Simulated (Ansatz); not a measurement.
Given:

Host crystal: wurtzite GaN, with a band gap (PBE, scalar-relativistic without spin-orbit coupling).

End structure of a Ga vacancy (surface) in a 2x2 cell of the 1x1 (10-10) surface of wurtzite GaN (cut with top plane Ga + N):

```xyz
63
Lattice="6.4370 0.0000 0.0000 0.0000 10.4862 0.0000 0.0000 0.0000 28.5000" Properties=species:S:1:pos:R:3 pbc="T T T"
Ga     1.6092     5.3905     9.8846
Ga     1.6092    10.6336     9.8846
Ga     4.8277     5.3905     9.8846
Ga     4.8277    10.6336     9.8846
N      1.6092     1.9573     9.6229
N      1.6092     7.2004     9.6229
N      4.8277     1.9573     9.6229
N      4.8277     7.2004     9.6229
Ga     0.0000     2.5832    10.4285
Ga     0.0000     7.8263    10.4285
Ga     3.2185     2.5832    10.4285
Ga     3.2185     7.8263    10.4285
N      0.0000     4.5528    10.5107
N      0.0000     9.7959    10.5107
N      3.2185     4.5528    10.5107
N      3.2185     9.7959    10.5107
Ga     0.0017     5.2433    12.4387
Ga    -0.0004    10.4850    12.4463
Ga     3.2167     5.2433    12.4387
Ga     3.2189    10.4850    12.4463
N      0.0020     1.9617    12.3834
N      0.0003     7.2047    12.3906
N      3.2164     1.9617    12.3834
N      3.2182     7.2047    12.3906
Ga     1.6092     2.5858    13.3015
Ga     1.6092     7.8401    13.2942
Ga     4.8277     2.5866    13.2932
Ga     4.8277     7.8406    13.2933
N      1.6092     4.5706    13.3208
N      1.6092     9.8164    13.3243
N      4.8277     4.5718    13.3146
N      4.8277     9.8161    13.3253
Ga     1.6092     5.2140    15.1990
Ga     1.6092    10.4580    15.2197
Ga     4.8277     5.2097    15.1878
Ga     4.8277    10.4721    15.2209
N      1.6092     1.9489    15.1749
N      1.6092     7.1902    15.1801
N      4.8277     1.9591    15.1556
N      4.8277     7.1872    15.1787
Ga     0.0127     2.5923    16.0970
Ga    -0.0016     7.8690    16.0539
Ga     3.2057     2.5923    16.0970
Ga     3.2201     7.8690    16.0539
N      0.0000     4.5713    16.0985
N     -0.0009     9.8206    16.1201
N      3.2185     4.5713    16.0985
N      3.2193     9.8206    16.1201
Ga    -0.0651     5.1775    18.0134
Ga     0.0051    10.4809    18.1090
Ga     3.2836     5.1775    18.0134
Ga     3.2134    10.4809    18.1090
N     -0.1253     1.9051    17.9117
N     -0.0032     7.1508    17.9892
N      3.3438     1.9051    17.9117
N      3.2216     7.1508    17.9892
Ga     1.6092     8.0023    18.5876
Ga     4.8277     2.7775    18.6736
Ga     4.8277     7.9981    18.6268
N      1.6092     4.5102    18.6218
N      1.6092     9.7991    18.8728
N      4.8277     4.6020    18.9341
N      4.8277     9.7991    18.8962
```

Slab: 63 atoms, 9.3 Å thick at the start (thin: gaps and levels are the slab's own); k 3x2x1, smearing 0.01 eV, dipole-corrected; 16 atoms held, the rest relaxed; start symmetry kept, larger cells not searched; spin-polarised from one start with parallel moments (other orders not tried), ending with about 3.0 μB a cell; orders that need a larger cell were not tried, no spin-orbit, no U.

**Question.** What change of the step from the bottom to the top vacuum level, against the clean slab does PBE (Ansatz, a program for electronic structure) give?

**Answer.** 0.11 eV

**Question.** Give the formation energy against alpha gallium at the level PBE.

**Answer.** 5.52 eV
